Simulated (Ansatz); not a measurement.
A computed series for TaAs: alloy series

The reference is TaAs (space group I4_1md, No. 109).

```
CELL_PARAMETERS angstrom
     -1.73153     1.73153     5.86650
      1.73153    -1.73153     5.86650
      1.73153     1.73153    -5.86650
ATOMIC_POSITIONS crystal
  Ta 0.99912 0.99912 0.00000
  Ta 0.74912 0.24912 0.50000
  As 0.41688 0.41688 0.00000
  As 0.16688 0.66688 0.50000
```

The other end (x = 1) is TaBi (space group I4_1md, No. 109; a hypothetical phase, not in the database extracts checked): 23.23 Å³/atom, gap zero; this end may not be an ambient phase.

Bi replaces a fraction x of As; each row is one arrangement (x, atoms in the cell, starting space group or random), fully relaxed.

All numbers come from PBE/PAW in Ansatz (a program for electronic structure), no SOC.

Candidates:
(a) x(Bi) = 0.25, 8 atoms, Pmm2
(b) x(Bi) = 0.5, 8 atoms, Pc
(c) x(Bi) = 0.5, 4 atoms, Imm2

Base values:

* **Shortest interatomic distance**: 262.2 pm

**Question.** Order them by shortest interatomic distance, highest first.

**Answer.** (b) x(Bi) = 0.5, 8 atoms, Pc (263.4 pm), (c) x(Bi) = 0.5, 4 atoms, Imm2 (261.0 pm), (a) x(Bi) = 0.25, 8 atoms, Pmm2 (259.5 pm)

Each cell is one ordered arrangement of few atoms, which overstates ordering effects compared with a random alloy. With Bi and Ta present, leaving out spin-orbit coupling can change the band edges. No phonon test of stability was made. All final runs are without spin polarisation. The zero or small gap of Ta4BiAs3, TaAs and Ta2BiAs can change with the level of theory.
